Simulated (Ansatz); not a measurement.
## AlB2-type ZrB2: elastic constant C66 by level of theory

No measured value is used here.

```json
[
 {"level (code)": "LDA (Ansatz)", "value (GPa)": "273", "cell (Å³/atom)": "9.88"},
 {"level (code)": "PBE (Ansatz)", "value (GPa)": "253", "cell (Å³/atom)": "10.28"},
 {"level (code)": "PBEsol (Ansatz)", "value (GPa)": "265", "cell (Å³/atom)": "10.07"},
 {"level (code)": "PBE-D3(BJ) (Ansatz)", "value (GPa)": "269", "cell (Å³/atom)": "10.02"},
 {"level (code)": "r²SCAN (Ansatz)", "value (GPa)": "262", "cell (Å³/atom)": "10.28"}
]
```

PBE-D3(BJ): the dispersion coefficients are held fixed in the derivatives. Each level is taken at its own relaxed cell. Cutoffs differ between the levels. Ansatz's density-functional and Hartree–Fock values are scalar-relativistic unless marked +SOC, with PAW data made under PBE.

Ansatz is an electronic-structure program.
